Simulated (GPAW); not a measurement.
# Do energy and pressure agree? Two volumes of Au (Fm-3m, 1 atom in the cell)

```xyz
1
Lattice="0.0000 2.0339 2.0339 2.0339 0.0000 2.0339 2.0339 2.0339 0.0000" Properties=species:S:1:pos:R:3 pbc="T T T"
Au     0.0000     0.0000     0.0000
```

Method of the run: PBEsol, GPAW PAW datasets PBEsol (made by gpaw-setup) (plane waves; GPAW 25.7.0).

Settings: mode = pw; ecut = 1320 eV; xc = PBEsol; kpts = 7 7 7; mesh shift (steps) = 0 0 0; occupations.name = fermi-dirac; occupations.width = 0.1 eV; nbands = -5; symmetry.symmorphic = false; symmetry.tolerance = 0.0005. This cutoff ends a ladder whose last two steps agree within 1 meV/atom.

The second cell is the first with its lattice scaled by 0.98, at the same fractional positions.

The starting cell has typed, rounded lattice constants, without a prior relaxation at this level. Its lattice was rescaled by up to half a per cent.

| cell | volume (Å³/atom) | pressure (GPa) | F less the first cell's (meV/atom) |
|---|---|---|---|
| first | 16.8270 | 4.72 | 0.00 |
| second | 15.8374 | 19.20 | ? |

Problem. Estimate the energy of the second cell from the pressures, and the bulk modulus between the two volumes.

Solution. With P = −dF/dV, the trapezoid gives ΔF ≈ −(P₁ + P₂)/2 · ΔV = −(11.960 GPa) · (-0.9896 Å³) = 73.87 meV/atom (1 eV/Å³ = 160.22 GPa). The modulus at fixed fractional positions is B = −ΔP/Δln V = 239 GPa, a mean over the interval; zero pressure lies outside it, so this is not the modulus at equilibrium. P(V) is curved, so the trapezoid lies high by about |ΔV|³·B·(1 + B′)/(12·V̄²) = 2.26 meV/atom for an assumed B′ = 4, which leaves 71.61 meV/atom. The runs gave 71.16 meV/atom, a miss of 0.45 meV/atom. Cases were kept where this miss is small, so the page shows the method and is no test of it.

Left out of this page: 15 runs of the series outside the window shown, repeating another row's setting, or not comparable.
